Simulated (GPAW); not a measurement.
## Worked example: self-consistent single point of InSe (P6_3/mmc, 8 atoms in the cell) in GPAW

Method of the run: PBE, GPAW PAW datasets PBE (gpaw-data 1.0.1) (plane waves; GPAW).

This input was run:

```python
from ase import Atoms
from ase.units import GPa
from gpaw import GPAW, PW, FermiDirac

atoms = Atoms(['In', 'In', 'In', 'In', 'Se', 'Se', 'Se', 'Se'],
              cell=[[4.013438, 0.000000, 0.000000],
                    [-2.006719, 3.475739, 0.000000],
                    [0.000000, 0.000000, 17.306441]],
              positions=[[-0.000002, 2.317160, 5.716317],
                         [2.006721, 1.158579, 11.590124],
                         [2.006721, 1.158579, 14.369538],
                         [-0.000002, 2.317160, 2.936903],
                         [-0.000002, 2.317160, 10.337483],
                         [2.006721, 1.158579, 6.968958],
                         [2.006721, 1.158579, 1.684263],
                         [-0.000002, 2.317160, 15.622178]],
              pbc=True)

calc = GPAW(mode=PW(600),
            xc='PBE',
            kpts=(5, 5, 1),
            occupations=FermiDirac(0.05),
            nbands=-4,
            convergence={'forces': 0.001, 'bands': -2},
            symmetry={'symmorphic': False, 'tolerance': 0.0005},
            maxiter=150,
            txt='-')

atoms.calc = calc

energy = atoms.get_potential_energy()
print('Energy (eV):', round(energy, 6))
forces = atoms.get_forces()
print('Forces (eV/Ang):')
print(forces.round(5))
stress = atoms.get_stress()
print('Stress (GPa, Voigt):', (stress / GPa).round(4))
```

The program printed (abridged):

```
Input parameters:
  convergence: {bands: -2,
                forces: 0.001}
  kpts: [5 5 1]
  maxiter: 150
  mode: {ecut: 600.0,
         name: pw}
  nbands: -4
  occupations: {fixmagmom: False,
                name: fermi-dirac,
                width: 0.05}
  symmetry: {symmorphic: False,
             tolerance: 0.0005}
  xc: PBE

species:
  In:
    name: Indium
    Z: 49.0
    valence: 13
    core: 36
    charge: 0.0
    file: In.PBE.gz

    # Using partial waves for In as LCAO basis

  Se:
    name: Selenium
    Z: 34.0
    valence: 6
    core: 28
    charge: 0.0
    file: Se.PBE.gz

    # Using partial waves for Se as LCAO basis

Reference energy: -904315.807163  # eV

Spin-paired calculation

Convergence criteria:
 Maximum [total energy] change in last 3 cyles: 0.0005 eV / valence electron
 Maximum integral of absolute [dens]ity change: 0.0001 electrons / valence electron
 Maximum integral of absolute [eigenst]ate change: 4e-08 eV^2 / valence electron
 Maximum change in the atomic [forces] across last 2 cycles: 0.001 eV/Ang OR
Maximum error relative to the maximum force is below inf
 Maximum number of scf [iter]ations: 150

Symmetries present (total): 24
Symmetries with fractional translations: 12
25 k-points: 5 x 5 x 1 Monkhorst-Pack grid
5 k-points in the irreducible part of the Brillouin zone
       k-points in crystal coordinates                weights
   0:     0.00000000    0.00000000    0.00000000          1/25
   1:     0.20000000    0.00000000    0.00000000          6/25
   2:     0.40000000   -0.20000000    0.00000000          6/25
   3:     0.40000000    0.00000000    0.00000000          6/25
   4:     0.40000000    0.40000000    0.00000000          6/25

Wave functions: Plane wave expansion
  Cutoff energy: 600.000 eV
  Number of coefficients (min, max): 7941, 8078
  Pulay-stress correction: 0.000000 eV/Ang^3 (de/decut=0.000000)

Occupation numbers: Fermi-Dirac:
  width: 0.0500  # eV

Eigensolver

Densities:
  Coarse grid: 24*24*98 grid
  Fine grid: 48*48*196 grid
  Total Charge: 0.000000

Density mixing:
  Method: separate
  Backend: pulay
  Linear mixing parameter: 0.05
  old densities: 5
  Damping of long wavelength oscillations: 50

Hamiltonian:
  XC and Coulomb potentials evaluated on a 48*48*196 grid
  External potential:
    NoExternalPotential

XC parameters: PBE with 2 nearest neighbor stencil

Number of atoms: 8
Number of atomic orbitals: 52
Number of bands in calculation: 42
Number of valence electrons: 76
Bands to converge: 40

Density initialized from atomic densities
  42 bands from LCAO basis set

Atomic positions and initial magnetic moments

Positions:
   0 In    -0.000002    2.317160    5.716317    ( 0.0000,  0.0000,  0.0000)
   1 In     2.006721    1.158579   11.590124    ( 0.0000,  0.0000,  0.0000)
   2 In     2.006721    1.158579   14.369538    ( 0.0000,  0.0000,  0.0000)
   3 In    -0.000002    2.317160    2.936903    ( 0.0000,  0.0000,  0.0000)
   4 Se    -0.000002    2.317160   10.337483    ( 0.0000,  0.0000,  0.0000)
   5 Se     2.006721    1.158579    6.968958    ( 0.0000,  0.0000,  0.0000)
   6 Se     2.006721    1.158579    1.684263    ( 0.0000,  0.0000,  0.0000)
   7 Se    -0.000002    2.317160   15.622178    ( 0.0000,  0.0000,  0.0000)

Unit cell:
           periodic     x           y           z      points  spacing
  1. axis:    yes    4.013438    0.000000    0.000000    24     0.1448
  2. axis:    yes   -2.006719    3.475739    0.000000    24     0.1448
  3. axis:    yes    0.000000    0.000000   17.306441    98     0.1766

  Lengths:   4.013438   4.013438  17.306441
  Angles:   90.000000  90.000000 120.000002

Effective grid spacing dv^(1/3) = 0.1623

     iter     time        total  log10-change:
                         energy   eigst   dens  force
iter:   1 --:--:--   -29.869062   -0.03
iter:   2 --:--:--   -29.707808   -1.20  -1.22
iter:   3 --:--:--   -29.277457   -1.53  -1.25
iter:   4 --:--:--   -29.269262   -2.19  -1.48
iter:   5 --:--:--   -29.261864c  -1.39  -1.62
iter:   6 --:--:--   -29.210045   -2.98  -1.94
iter:   7 --:--:--   -29.188145   -2.50  -2.19
iter:   8 --:--:--   -29.192280c  -3.18  -2.65
iter:   9 --:--:--   -29.189581c  -2.79  -2.57
iter:  10 --:--:--   -29.185885c  -3.72  -2.60
iter:  11 --:--:--   -29.185894c  -4.74  -3.29
iter:  12 --:--:--   -29.185913c  -5.63  -3.43
iter:  13 --:--:--   -29.185862c  -5.38  -3.41
iter:  14 --:--:--   -29.185934c  -5.39  -3.51
iter:  15 --:--:--   -29.185856c  -5.56  -3.49
iter:  16 --:--:--   -29.185855c  -6.26  -4.22c
iter:  17 --:--:--   -29.185855c  -7.28  -4.30c
iter:  18 --:--:--   -29.185854c  -7.53c -4.33c
iter:  19 --:--:--   -29.185854c  -8.31c -4.42c -2.54
iter:  20 --:--:--   -29.185854c  -8.77c -4.50c -3.16c

Converged after 20 iterations.

Dipole moment: (0.000000, -0.000000, -0.000000) |e|*Ang

Energy contributions relative to reference atoms: (reference = -904315.807163)

Kinetic:        +91.709896
Potential:      -85.938561
External:        +0.000000
XC:             -35.467769
Entropy (-ST):   -0.000166
Local:           +0.510663
SIC:             +0.000000
--------------------------
Free energy:    -29.185938
Extrapolated:   -29.185854

Showing only first 2 kpts
 Kpt  Band  Eigenvalues  Occupancy
  0    36      3.19706    2.00000
  0    37      4.27401    1.99402
  0    38      4.85415    0.00607
  0    39      5.86875    0.00000

  1    36      3.40416    2.00000
  1    37      3.97504    1.99998
  1    38      6.25750    0.00000
  1    39      6.53657    0.00000

Fermi level: 4.56446

Gap: 0.580 eV
Transition (v -> c):
  (s=0, k=0, n=37, [0.00, 0.00, 0.00]) -> (s=0, k=0, n=38, [0.00, 0.00, 0.00])
No difference between direct/indirect transitions
Energy (eV): -29.185854

Forces in eV/Ang:
  0 In    0.00000   -0.00000   -0.21320
  1 In    0.00000    0.00000    0.21320
  2 In    0.00000    0.00000   -0.21320
  3 In    0.00000   -0.00000    0.21320
  4 Se    0.00000   -0.00000   -0.32971
  5 Se    0.00000    0.00000    0.32971
  6 Se    0.00000    0.00000   -0.32971
  7 Se   -0.00000   -0.00000    0.32971

Stress tensor:
    -0.016122     0.000000     0.000000
     0.000000    -0.016122    -0.000000
     0.000000    -0.000000    -0.014533
Stress (GPa, Voigt): [-2.583  -2.583  -2.3284 -0.      0.      0.    ]
```

The run converged in 20 iterations. GPAW prints stress with tension positive.

The starting cell comes from a database of computed structures (which also holds hypothetical and non-ambient phases and stackings), without a prior relaxation at this level. Its lattice was rescaled by a random factor within 2.5 % of one.

Cost on one core of a shared machine: roughly 50 s.
